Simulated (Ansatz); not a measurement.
Take Ru in the hcp (Mg type) structure (space group P6_3/mmc, No. 194; relaxed with 0.1 eV smearing) as the base.

```
CELL_PARAMETERS angstrom
      2.70552     0.00000     0.00000
     -1.35276     2.34305     0.00000
      0.00000     0.00000     4.26507
ATOMIC_POSITIONS crystal
  Ru 0.33333 0.66667 0.75000
  Ru 0.66667 0.33333 0.25000
```

Cartesian axes are those of the cell as printed.

The values are results of DFT with r2SCAN, PAW potentials and a 500 eV plane-wave cutoff in Ansatz (a quantum-chemistry and plane-wave program), without spin-orbit coupling, earlier PAW set, not measurements.

The change: uniaxial strain ε_xx = +5.47 %, all other strain components held at zero, atoms relaxed at fixed cell.

**Question.** Predict the stress tensor and what it implies for the stiffness.

**Answer.** Stress of the strained cell less that of the base (GPa, compression positive):
```
  -25.6     0.0     0.0
    0.0    -9.4     0.0
    0.0     0.0    -9.2
```

Then −Δσ_ii/ε with ε = 0.0547 gives secant stiffness values (nonlinear terms included at this strain): C11 ≈ 467 GPa, C12 ≈ 173 GPa and C13 ≈ 168 GPa.

As a check, the harmonic strain energy −½ V₀ Δσ:ε is 59 meV/atom; the computed energy rise is 64 meV/atom.

No phonon test of stability was made. All final runs are without spin polarisation.
